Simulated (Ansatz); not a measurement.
# ZnS, pressure series

Start from ZnS in the wurtzite structure (space group P6_3mc, No. 186).

```
CELL_PARAMETERS angstrom
      3.84511     0.00000     0.00000
     -1.92255     3.32996     0.00000
      0.00000     0.00000     6.30566
ATOMIC_POSITIONS crystal
  Zn 0.66667 0.33333 0.99985
  Zn 0.33333 0.66667 0.49985
  S  0.66667 0.33333 0.62535
  S  0.33333 0.66667 0.12535
```

Cell and atoms are relaxed at each pressure.

Method: PBE (Ansatz, a first-principles code, PAW, no spin-orbit coupling).

```json
[
 {"variant": "base", "lattice parameter a": "384.5 pm", "band gap": "2.08 eV", "electron mass": "0.16 mₑ along c, 0.18 mₑ across (at Γ)"},
 {"variant": "pressure −2 GPa", "lattice parameter a": "388.6 pm", "band gap": "1.95 eV", "electron mass": "0.15 mₑ along c, 0.17 mₑ across (at Γ)"},
 {"variant": "pressure −1 GPa", "lattice parameter a": "386.5 pm", "band gap": "2.01 eV", "electron mass": "0.15 mₑ along c, 0.18 mₑ across (at Γ)"},
 {"variant": "pressure 3 GPa", "lattice parameter a": "379.3 pm", "band gap": "2.25 eV", "electron mass": "0.16 mₑ along c, 0.19 mₑ across (at Γ)"},
 {"variant": "pressure 7 GPa", "lattice parameter a": "373.5 pm", "band gap": "2.45 eV", "electron mass": "0.17 mₑ along c, 0.20 mₑ across (at Γ)"},
 {"variant": "pressure 15 GPa", "lattice parameter a": "364.3 pm", "band gap": "2.76 eV", "electron mass": "0.17 mₑ along c, 0.22 mₑ across (at Γ)"},
 {"variant": "pressure 30 GPa", "lattice parameter a": "[?]", "band gap": "[?]", "electron mass": "–"},
 {"variant": "pressure 50 GPa", "lattice parameter a": "337.9 pm", "band gap": "2.54 eV", "electron mass": "0.29 mₑ along c, 0.47 mₑ across (at K)"},
 {"variant": "pressure 75 GPa", "lattice parameter a": "320.9 pm", "band gap": "1.38 eV", "electron mass": "0.26 mₑ along c, 0.40 mₑ across (at K)"},
 {"variant": "pressure 100 GPa", "lattice parameter a": "305.0 pm", "band gap": "0.11 eV", "electron mass": "0.24 mₑ along c, 0.34 mₑ across (at K)"}
]
```

**Question.** Fill in the withheld entries from the trend.

**Answer.** 
- pressure 30 GPa, lattice parameter a: 351.5 pm
- pressure 30 GPa, band gap: 3.10 eV

Load acts through the strain it causes; cell and atoms are relaxed under it. Effective masses come from finite differences of ±0.01 Å⁻¹. Stability against distortions was not tested. Tetrahedral semiconductors of this kind turn to denser phases somewhere between about 1 and 50 GPa; those were not computed, so compressed cells here can lie past the real transition. A zero or small gap of ZnS under pressure 100 GPa can be the functional's error rather than a property of the material.
